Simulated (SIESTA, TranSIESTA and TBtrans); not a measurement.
## Pt chain with one Mo atom in place of Pt

System: Pt chain with one Mo atom in place of Pt. Leads: straight Pt chain, spacing 2.28 Å. Geometry: 3 atoms about the centre moved by SIESTA (PBE, DZP) to a largest force of 0.01 eV/Å, all others as built, motion along the axis alone.

TranSIESTA and TBtrans, PBE, DZP numerical orbitals (energy shift 0.15 eV), PseudoDojo norm-conserving scalar-relativistic potentials, mesh cutoff 200 Ry, 300 K, spin-polarised (collinear), no spin-orbit coupling; self-consistent non-equilibrium Green functions.

```
Item                                                           Value
-------------------------------------------------------------  -----
Conductance at 300 K (G0 = 2e²/h)                               2.47
Mean T from −0.5 to 0.5 eV                                      2.43
Spin polarisation of the conductance, (up − down)/(up + down)   0.20
```

Energies count from the leads' Fermi level. Transmissions are for each spin. The energy step is 0.01 eV; narrower resonances are cut or missed.

```tsv
E (eV)	T up	T down	lead channels up	down
-2.00	2.67	2.19	4	4
-1.90	2.64	2.42	4	4
-1.80	2.70	2.39	4	4
-1.70	2.80	2.28	4	4
-1.60	2.79	2.12	4	4
-1.50	2.84	2.44	band edge	band edge
-1.40	2.88	3.18	6	6
-1.30	3.98	2.35	6	6
-1.20	2.76	1.83	6	6
-1.10	2.71	1.79	6	6
-1.00	2.79	1.79	6	6
-0.90	2.85	1.81	6	6
-0.80	2.82	1.82	6	6
-0.70	2.81	1.84	6	6
-0.60	2.88	1.87	6	6
-0.50	3.13	1.91	6	6
-0.40	4.84	1.95	6	6
-0.30	2.92	1.96	4	4
-0.20	2.97	1.98	4	4
-0.10	2.99	1.99	4	4
0.00	2.97	1.98	4	4
0.10	2.88	1.95	4	4
0.20	2.68	1.88	4	4
0.30	2.39	1.77	4	4
0.40	2.09	1.62	4	4
0.50	1.91	1.52	3	3
0.60	1.77	1.43	3	3
0.70	1.61	1.33	3	3
0.80	1.44	1.22	3	3
0.90	1.26	1.10	3	3
1.00	1.03	0.96	3	3
1.10	0.96	0.92	1	1
1.20	0.96	0.93	1	1
1.30	0.97	0.93	1	1
1.40	0.97	0.94	1	1
1.50	0.97	0.94	1	1
1.60	0.97	0.95	1	1
1.70	0.98	0.96	1	1
1.80	0.98	0.97	1	1
1.90	0.98	1.00	1	1
2.00	0.98	0.89	1	1
```

A magnetic start was tried, and the separate lead runs end without a moment. The straight chain is held at its spacing; free chains may zigzag or dimerise. Spin-orbit coupling, left out here, matters for the heavy atoms.
